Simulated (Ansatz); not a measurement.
Take PbTe in the rock salt structure (space group Fm-3m, No. 225; a = 6.442 Å) as the base.

Structures relaxed with PBEsol in Ansatz (plane waves to 420 eV, PAW, spin-orbit coupling left out).

Base:

Simulated powder pattern, Cu Kα1, λ = 1.54056 Å (kinematic, ideal powder, no thermal factors, no anomalous dispersion; the 8 strongest lines at most, above 2 %, up to 2θ = 90°):

```csv
2θ (°),I/Imax (%),hkl
23.91,11,(111)
27.67,100,(200)
39.53,78,(220)
48.94,28,(222)
57.15,13,(400)
64.65,37,(420)
71.71,28,(422)
85.12,9.1,(440)
```

After one change:

Simulated powder pattern, Cu Kα1, λ = 1.54056 Å (kinematic, ideal powder, no thermal factors, no anomalous dispersion; the 8 strongest lines at most, above 2 %, up to 2θ = 90°):

```json
[
 {"2θ (°)": "24.58", "I/Imax (%)": "11"},
 {"2θ (°)": "28.46", "I/Imax (%)": "100"},
 {"2θ (°)": "40.69", "I/Imax (%)": "77"},
 {"2θ (°)": "50.40", "I/Imax (%)": "28"},
 {"2θ (°)": "58.90", "I/Imax (%)": "13"},
 {"2θ (°)": "66.69", "I/Imax (%)": "37"},
 {"2θ (°)": "74.05", "I/Imax (%)": "27"},
 {"2θ (°)": "88.11", "I/Imax (%)": "9.1"}
]
```

Question: Which change produced these results?
(A) pressure 0.9 GPa
(B) pressure −1 GPa
(C) pressure 4.5 GPa
(D) pressure −2 GPa

Answer: C, pressure 4.5 GPa. Its volume per atom is 30.76 Å³ against 33.42 Å³, and its space group is Fm-3m (No. 225).

Load acts through the strain it causes; cell and atoms are relaxed under it. Stability against distortions was not tested.

Ansatz is a program for electronic structure.
